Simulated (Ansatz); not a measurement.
**Element substitutions in CuI**

The parent structure is CuI in the zinc blende structure (space group F-43m, No. 216).

```xyz
2
Lattice="0.0000 2.9695 2.9695 2.9695 0.0000 2.9695 2.9695 2.9695 0.0000" Properties=species:S:1:pos:R:3 pbc="T T T"
I      4.4543     4.4543     4.4543
Cu     0.0000     0.0000     0.0000
```

Each row replaces one element on all its sites; cell and atoms are relaxed.

Levels (all Ansatz, a first-principles code, PAW, earlier PAW set): PBEsol (420 eV, no spin-orbit coupling); r2SCAN (500 eV, no spin-orbit coupling); PBEsol+SOC (420 eV, spin-orbit coupling included).

Band gaps by level, all at the geometries relaxed with PBEsol:

```tsv
case	PBEsol	r2SCAN	PBEsol+SOC
base	1.17 eV	1.79 eV	1.00 eV
I → S	zero	zero	zero
Cu → Ge	zero	zero	zero
```

Single points use the geometry relaxed with PBEsol. Differences between runs with and without spin-orbit coupling are approximate. With I present, leaving out spin-orbit coupling can change the band edges. Whether these cells are dynamically stable was not tested. As relaxed here, GeI is a hypothetical phase, not in the database extracts checked. For CuS in this form, whether it has been made was not checked. The runs without spin-orbit coupling are not spin-polarised. An odd electron count without spin: CuS and GeI.
